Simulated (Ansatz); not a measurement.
Consider NiSi (space group Pnma, No. 62; a = 5.1899 Å, b = 3.3505 Å, c = 5.6240 Å; non-magnetic). Axes: x, y, z lie along a, b, c of the conventional cell.

Structures relaxed with DFT with PBE, PAW potentials and a 420 eV plane-wave cutoff in Ansatz (a program for electronic structure), no spin-orbit coupling.

Base:

Simulated powder pattern, Cu Kα1, λ = 1.54056 Å (kinematic, ideal powder, no thermal factors, no anomalous dispersion; the 10 strongest lines at most, above 2 %, up to 2θ = 90°):

```tsv
2θ (°)	I/Imax (%)	hkl
31.04	74	(011)
31.80	17	(002)
34.54	29	(200)
35.64	21	(111)
45.56	74	(112)
47.11	100	(211)
47.65	31	(202)
51.81	28	(103)
54.75	29	(020)
56.18	18	(013)
```

Now apply this change: compressive biaxial strain of 2.19 % in the plane normal to [001], as in epitaxy on a mismatched substrate; the out-of-plane cell vector and the atoms relax.

After the change:

Simulated powder pattern, Cu Kα1, λ = 1.54056 Å (kinematic, ideal powder, no thermal factors, no anomalous dispersion; the 10 strongest lines at most, above 2 %, up to 2θ = 90°):

```json
[
 {"2θ (°)": "31.07", "I/Imax (%)": "19", "hkl": "(002)"},
 {"2θ (°)": "31.39", "I/Imax (%)": "79", "hkl": "(011)"},
 {"2θ (°)": "35.33", "I/Imax (%)": "29", "hkl": "(200)"},
 {"2θ (°)": "36.14", "I/Imax (%)": "23", "hkl": "(111)"},
 {"2θ (°)": "45.58", "I/Imax (%)": "74", "hkl": "(112)"},
 {"2θ (°)": "47.75", "I/Imax (%)": "35", "hkl": "(202)"},
 {"2θ (°)": "47.98", "I/Imax (%)": "100", "hkl": "(211)"},
 {"2θ (°)": "50.87", "I/Imax (%)": "32", "hkl": "(103)"},
 {"2θ (°)": "55.48", "I/Imax (%)": "21", "hkl": "(013)"},
 {"2θ (°)": "56.08", "I/Imax (%)": "28", "hkl": "(020)"}
]
```

The indices refer to the base's conventional cell; one index is shown for lines that coincide.

Without a gap, meshes like the base's 9×14×8 leave anisotropic stresses uncertain by several tenths of a GPa, and small strain energies with them. No phonon test of stability was made. Starting moments died away, wholly or in part, for the base; another magnetic solution may exist. All final runs are without spin polarisation.
